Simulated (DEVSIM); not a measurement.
Structure: illuminated Si n-on-p cell, one wavelength, at 300 K.

```
layer (left to right)  material  thickness (μm)  Nd (cm⁻³)  Na (cm⁻³)   τn (s)   τp (s)  absorption coefficient (cm⁻¹)
---------------------  --------  --------------  ---------  ---------  -------  -------  -----------------------------
1                            Si          0.0550     2.8e18          -  0.00034   2.3e-5                           2600
2                            Si             260          -     1.9e17  0.00095  0.00095                           2600
```

Left contact: ohmic, minority hole recombination velocity 1e5 cm/s. Right contact: ohmic, minority electron recombination velocity 100 cm/s. Voltage is applied to the left contact. Recombination: SRH at mid-gap, radiative, Auger. Light enters at the left, 2.9e18 photons cm⁻² s⁻¹, one pass, no reflection. Mobility is μmin + (μ − μmin)/(1 + (N/Nref)^α).

The device is made up for the run: typed textbook-type constants, with dimensions and the other settings drawn at random. Values at 300 K.

```csv
parameter,Si
gap (eV),1.124
affinity (eV),4.05
permittivity,11.7
Nc (cm⁻³),2.86e19
Nv (cm⁻³),3.1e19
μn (cm²/Vs),1417
μp (cm²/Vs),470
"μn,min",52
"μp,min",45
"Nref,n",9.7e16
"Nref,p",2.2e17
αn,0.68
αp,0.72
B (cm³/s),4.7e-15
Cn (cm⁶/s),2.8e-31
Cp (cm⁶/s),9.9e-32
```

Model (solved in DEVSIM): 1D drift-diffusion, Boltzmann statistics, complete ionisation; no tunnelling, impact ionisation, image-force lowering or self-heating.

Question: Tabulate band edges, carrier densities and field at zero bias, in the dark.

Answer: Energies count from the Fermi level of the right contact; mesh points crowd at the junctions.

| x (μm) | Ec (eV) | Ev (eV) | n (cm⁻³) | p (cm⁻³) | field (V/cm) |
|---|---|---|---|---|---|
| 0.000 | 0.060 | -1.064 | 2.8e18 | < 1e2 | ≈ 0 |
| 0.02182 | 0.060 | -1.064 | 2.8e18 | < 1e2 | ≈ 0 |
| 0.04253 | 0.061 | -1.063 | 2.7e18 | < 1e2 | 3700 |
| 0.06427 | 0.335 | -0.789 | 6.6e13 | 1800000 | 190000 |
| 0.1353 | 0.983 | -0.141 | 860 | 1.3e17 | 9200 |
| 0.2670 | 0.992 | -0.132 | 610 | 1.9e17 | ≈ 0 |
| 0.5871 | 0.992 | -0.132 | 610 | 1.9e17 | ≈ 0 |
| 1.775 | 0.992 | -0.132 | 610 | 1.9e17 | ≈ 0 |
| 3.975 | 0.992 | -0.132 | 610 | 1.9e17 | ≈ 0 |
| 9.325 | 0.992 | -0.132 | 610 | 1.9e17 | ≈ 0 |
| 21.93 | 0.992 | -0.132 | 610 | 1.9e17 | ≈ 0 |
| 65.95 | 0.992 | -0.132 | 610 | 1.9e17 | ≈ 0 |
| 149.6 | 0.992 | -0.132 | 610 | 1.9e17 | ≈ 0 |
| 213.2 | 0.992 | -0.132 | 610 | 1.9e17 | ≈ 0 |
| 244.5 | 0.992 | -0.132 | 610 | 1.9e17 | ≈ 0 |
| 253.5 | 0.992 | -0.132 | 610 | 1.9e17 | ≈ 0 |
| 257.3 | 0.992 | -0.132 | 610 | 1.9e17 | ≈ 0 |
| 258.8 | 0.992 | -0.132 | 610 | 1.9e17 | ≈ 0 |
| 259.7 | 0.992 | -0.132 | 610 | 1.9e17 | ≈ 0 |
| 259.9 | 0.992 | -0.132 | 610 | 1.9e17 | ≈ 0 |
| 260.0 | 0.992 | -0.132 | 610 | 1.9e17 | ≈ 0 |
| 260.1 | 0.992 | -0.132 | 610 | 1.9e17 | ≈ 0 |
